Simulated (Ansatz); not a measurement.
CuI (P6_3mc), PBEsol with spin-orbit coupling, rigid bands run with Ansatz (an electronic-structure program): N_c = 1.44e18 cm⁻³ at 300 K and an electron conductivity mass of 0.159 mₑ along x (a = (4.19, 0.00, 0.00) Å; b = (-2.09, 3.63, 0.00) Å; c = (0.00, 0.00, 6.90) Å).

Problem. For 1e16 electrons per cm³ at 300 K, place the Fermi level, estimate the Seebeck coefficient of a parabolic band with constant τ, and give mobility and conductivity for τ = 50 fs.

Solution. The level lies k_BT ln(N_c/n) = 0.128 eV below the conduction-band minimum. S ≈ −(k_B/e)[ln(N_c/n) + 5/2] = -644 μV/K, against -638 μV/K from the full bands (mean over directions). μ = eτ/m = 553 cm²/(V·s) and σ = neμ = 0.886 S/cm. τ is assumed, not computed.

Band transport and this doping are assumed; polarons and phonon drag are left out.

Formula and space group known from diffraction (Crystallography Open Database), not checked to be the room-temperature form: CuI (P6_3mc).
